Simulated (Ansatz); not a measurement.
Take GaP in the zinc blende structure (space group F-43m, No. 216; a = 5.439 Å) as the base. Axes: x, y, z lie along the cube axes.

All numbers come from PBEsol (Ansatz, a quantum-chemistry and plane-wave program, PAW, no spin-orbit coupling), earlier PAW set.

Perturbation: the cell is compressed by 0.62 % along z with no lateral relaxation, atoms relaxed at fixed cell.

Problem. Predict the stress tensor and what it implies for the stiffness.

Solution. Stress of the strained cell less that of the base (GPa, compression positive):
```
   0.38    0.00    0.00
   0.00    0.38    0.00
   0.00    0.00    0.84
```

Then −Δσ_ii/ε with ε = -0.0062 gives relaxed-ion elastic constants: C33 ≈ 136 GPa, C13 ≈ 62 GPa and C23 ≈ 62 GPa.

Whether these cells are dynamically stable was not tested.
